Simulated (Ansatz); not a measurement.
# Hypothetical CdI2 type CeO2: pressure series

Start from CeO2 in the CdI2 type structure (space group P-3m1, No. 164; a = 3.601 Å, c = 4.525 Å; a hypothetical phase, not in the database extracts checked).

Cell and atoms are relaxed at each pressure.

Levels (all Ansatz, a program for electronic structure, PAW): PBE-D3(BJ) (420 eV, spin-orbit coupling left out); r2SCAN+rVV10 (500 eV, spin-orbit coupling left out).

The base cell above is that of PBE-D3(BJ); each level relaxes its own structures.

```csv
case,"c/a ratio, PBE-D3(BJ)","c/a ratio, r2SCAN+rVV10"
pressure −1 GPa,1.341,1.300
pressure 0.3 GPa,1.242,___
pressure 0.7 GPa,1.225,___
pressure 1.5 GPa,1.199,1.175
pressure 3 GPa,1.163,1.142
pressure 5 GPa,1.127,___
pressure 7.5 GPa,1.094,___
pressure 10 GPa,1.068,1.053
```

Question: What belongs in the blanks?

Answer: 
- pressure 0.3 GPa, c/a ratio, r2SCAN+rVV10: 1.214
- pressure 0.7 GPa, c/a ratio, r2SCAN+rVV10: 1.199
- pressure 5 GPa, c/a ratio, r2SCAN+rVV10: 1.109
- pressure 7.5 GPa, c/a ratio, r2SCAN+rVV10: 1.078

PBE-D3(BJ) lies above r2SCAN+rVV10 in every row, by 0.015 to 0.041. They put the cases in the same order.

Load acts through the strain it causes; cell and atoms are relaxed under it. Whether these cells are dynamically stable was not tested. Competing high-pressure phases were not computed. Starting moments died away, wholly or in part, for the base; another magnetic solution may exist. The final runs are not spin-polarised.
